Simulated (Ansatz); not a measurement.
Ge (model structure, I-43m, No. 217, 23 atoms in the cell): properties by level of theory

| level (code) | lattice parameter a (Å) | cohesive energy (eV/atom) |
|---|---|---|
| LDA (Ansatz) | (withheld) | 4.50 |
| PBE-D3(BJ) (Ansatz) | 10.532 | 3.91 |
| r²SCAN (Ansatz) | 10.482 | 3.78 |

Question: Fill in the missing entries.

Answer: 
- LDA (Ansatz, a quantum-chemistry and plane-wave program), lattice parameter a (Å): 10.380

Ansatz's density-functional and Hartree–Fock values are scalar-relativistic unless marked +SOC, with PAW data made under PBE.

Free atoms are spin-polarised, in the lowest state found; at levels without +SOC their spin–orbit coupling is left out.

Computed values are for the static lattice.

A model structure was made by putting elements into a prototype or built by hand; it is no filed structure, need not be a known phase, and can be a saddle point held by its symmetry.
